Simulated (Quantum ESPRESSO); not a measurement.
Input and output of a zone-centre phonon calculation for NiS (P6_3/mmc, 4 atoms in the cell) (Quantum ESPRESSO).

Method: LDA (PZ), PSlibrary PAW (LDA) pseudopotentials (plane waves; Quantum ESPRESSO 7.5).

```yaml
crystal:
  lattice:
    - [3.43867, 0.00000, 0.00000]
    - [-1.71934, 2.97798, 0.00000]
    - [0.00000, 0.00000, 5.18159]
  atoms:
    - { symbol: Ni, position: [0.00000, 0.00000, 0.50000] }
    - { symbol: Ni, position: [0.00000, 0.00000, 0.00000] }
    - { symbol: S, position: [0.33333, 0.66667, 0.75000] }
    - { symbol: S, position: [0.66667, 0.33333, 0.25000] }
```

Reference input (self-consistent single point, DFT, LDA (PZ), plane waves, PSlibrary PAW (LDA) pseudopotentials): ecutwfc = 50 Ry; ecutrho = 300 Ry; occupations = smearing; smearing = gauss; degauss = 0.0099958 Ry; potentials = {Ni: Ni.pz-n-kjpaw_psl.1.0.0.UPF, S: S.pz-n-kjpaw_psl.1.0.0.UPF}; K_POINTS = automatic 8 8 5 0 0 0; conv_thr = 1e-10 Ry. This run's input differs from it in these lines:

```diff
@@ -12,4 +12,4 @@
   ntyp = 2
-  ecutwfc = 50
-  ecutrho = 300
+  ecutwfc = 35
+  ecutrho = 210
   occupations = 'smearing'
```

Step 2 (ph.x):

```fortran
phonons at the zone centre
&INPUTPH
  prefix = 'NiS'
  outdir = './tmp'
  tr2_ph = 1.0d-14
  fildyn = 'dyn.G'
/
0.0 0.0 0.0
```

Step 3 (dynmat.x):

```fortran
&INPUT
  fildyn = 'dyn.G'
  asr = 'simple'
/
```

Log, with long lists cut:

Output of step 1:

```
     Self-consistent Calculation

     iteration #  1     ecut=    35.00 Ry     beta= 0.70

     total energy              =    -488.69805147 Ry
     estimated scf accuracy    <       0.83063062 Ry

     iteration #  2     ecut=    35.00 Ry     beta= 0.70

     total energy              =    -487.50344404 Ry
     estimated scf accuracy    <      16.12130085 Ry

     iteration #  3     ecut=    35.00 Ry     beta= 0.70

     total energy              =    -489.32277804 Ry
     estimated scf accuracy    <       0.01496310 Ry

   [... 7 blocks of this kind left out ...]

     iteration # 11     ecut=    35.00 Ry     beta= 0.70

     total energy              =    -489.34352644 Ry
     estimated scf accuracy    <          6.7E-09 Ry

     iteration # 12     ecut=    35.00 Ry     beta= 0.70
     End of self-consistent calculation

     the Fermi energy is    11.2651 ev

!    total energy              =    -489.34352644 Ry
     estimated scf accuracy    <          4.7E-12 Ry
     smearing contrib. (-TS)   =      -0.00151989 Ry
     internal energy E=F+TS    =    -489.34200655 Ry

     convergence has been achieved in  12 iterations

     Forces acting on atoms (cartesian axes, Ry/au):

     atom    1 type  1   force =    -0.00000000   -0.00000000    0.00000000
   [... zero for the other atoms too ...]

     Total force =     0.000000     Total SCF correction =     0.000000

          total   stress  (Ry/bohr**3)                   (kbar)     P=      -96.33
  -0.00061597   0.00000000  -0.00000000          -90.61        0.00       -0.00
   0.00000000  -0.00061597  -0.00000000            0.00      -90.61       -0.00
  -0.00000000  -0.00000000  -0.00073255           -0.00       -0.00     -107.76

   JOB DONE.
```

Output of step 2:

```
     Reading xml data from directory:

     ./tmp/NiS.save/
     file Ni.pz-n-kjpaw_psl.1.0.0.UPF: wavefunction(s)  4S 3D renormalized
     file S.pz-n-kjpaw_psl.1.0.0.UPF: wavefunction(s)  3S 3P renormalized

     G-vector sticks info
     --------------------
     sticks:   dense  smooth     PW     G-vecs:    dense   smooth      PW
     Sum         595     421    121                18399    10009    1725

     Reading collected, re-writing distributed wavefunctions in ./tmp/

     Number and degeneracy of irreps per q-point
       N         xq(1)         xq(2)         xq(3)   N irreps
       1   0.000000000   0.000000000   0.000000000       8
        1   2   1   1   1   2   2   2

     Calculation of q =    0.0000000   0.0000000   0.0000000

     phonons at the zone centre

   [... lines left out ...]
     There are    8 irreducible representations

     Representation     1      1 modes -  To be done

     Representation     2      2 modes -  To be done

     Representation     3      1 modes -  To be done

     Representation     4      1 modes -  To be done

     Representation     5      1 modes -  To be done

     Representation     6      2 modes -  To be done

     Representation     7      2 modes -  To be done

     Representation     8      2 modes -  To be done

     Alpha used in Ewald sum =   2.0000
     Representation #   1 mode #   1

     Self-consistent Calculation

      iter #   1   av.it.:   9.0
      thresh= 1.000E-02 alpha_mix =  0.700 |ddv_scf|^2 =  3.874E-04

      iter #   2   av.it.:  14.7
      thresh= 1.968E-03 alpha_mix =  0.700 |ddv_scf|^2 =  6.624E-02

   [... 7 blocks of this kind left out ...]

      iter #  10   av.it.:  11.5
      thresh= 3.015E-08 alpha_mix =  0.700 |ddv_scf|^2 =  1.146E-17
     End of self-consistent calculation

     Convergence has been achieved

     Representation #   2 modes #   2   3

     Self-consistent Calculation

      iter #   1   av.it.:   7.4
      thresh= 1.000E-02 alpha_mix =  0.700 |ddv_scf|^2 =  3.755E-07

      iter #   2   av.it.:  14.9
      thresh= 6.128E-05 alpha_mix =  0.700 |ddv_scf|^2 =  4.912E-08

   [... 3 blocks of this kind left out ...]

      iter #   6   av.it.:  14.8
      thresh= 1.945E-07 alpha_mix =  0.700 |ddv_scf|^2 =  2.755E-15

     End of self-consistent calculation

     Convergence has been achieved

   [... 5 blocks of this kind left out ...]

     Representation #   8 modes #  11  12

     Self-consistent Calculation

      iter #   1   av.it.:   8.2
      thresh= 1.000E-02 alpha_mix =  0.700 |ddv_scf|^2 =  2.249E-06

      iter #   2   av.it.:  14.1
   [... lines left out ...]

     Mode symmetry, D_6h(6/mmm) point group:

     freq (   1-   1) =         -6.6  [cm-1]   --> A_2u            I
     freq (   2-   3) =          4.4  [cm-1]   --> E_1u            I
     freq (   4-   5) =         79.6  [cm-1]   --> E_2u
     freq (   6-   6) =        173.0  [cm-1]   --> A_2u            I
     freq (   7-   8) =        201.4  [cm-1]   --> E_1u            I
     freq (   9-  10) =        221.5  [cm-1]   --> E_2g            R
     freq (  11-  11) =        221.7  [cm-1]   --> B_2u
     freq (  12-  12) =        260.9  [cm-1]   --> B_1g
   JOB DONE.
```

Output of step 3:

```
     diagonalizing the dynamical matrix ...

 q =      0.00000000     0.00000000     0.00000000
 **************************************************************************
     freq (    1) =      -0.000000 [THz] =      -0.000005 [cm-1]
 (  0.479078   0.000000     0.143089   0.000000     0.003154   0.000000   )
 (  0.479078   0.000000     0.143089   0.000000     0.003154   0.000000   )
 (  0.479078   0.000000     0.143089   0.000000     0.003154   0.000000   )
 (  0.479078   0.000000     0.143089   0.000000     0.003154   0.000000   )
     freq (    2) =      -0.000000 [THz] =      -0.000004 [cm-1]
 ( -0.142943   0.000000     0.478911   0.000000    -0.014530   0.000000   )
 ( -0.142943   0.000000     0.478911   0.000000    -0.014530   0.000000   )
   [... lines left out ...]
 (  0.000000   0.000000    -0.000000   0.000000     0.000000   0.000000   )
     freq (   12) =       7.821113 [THz] =     260.884250 [cm-1]
 (  0.000000   0.000000     0.000000   0.000000     0.000000   0.000000   )
 (  0.000000   0.000000     0.000000   0.000000     0.000000   0.000000   )
 (  0.000000   0.000000     0.000000   0.000000    -0.707107   0.000000   )
 ( -0.000000   0.000000    -0.000000   0.000000     0.707107   0.000000   )
 **************************************************************************
```

The run converged in 12 iterations.  The full log also holds: “c_bands:  1 eigenvalues not converged”.

Summary of the result:
- Free energy E − TS = -6657.8579 eV
- Fermi level (on the code's own zero) = 11.27 eV
- Pressure = -9.63 GPa
- Zone-centre frequencies (cm⁻¹; negative means imaginary) = 0, 0, 0, 79, 79, 173, 201, 201, 221, 221, 222, 261

The starting cell comes from a database of computed structures (which also holds hypothetical and non-ambient phases and stackings), without a prior relaxation at this level. Spin polarisation is off, so a magnetic state, if there is one, cannot be reached. With a pressure of about -10 GPa the cell is away from its equilibrium volume at this level.
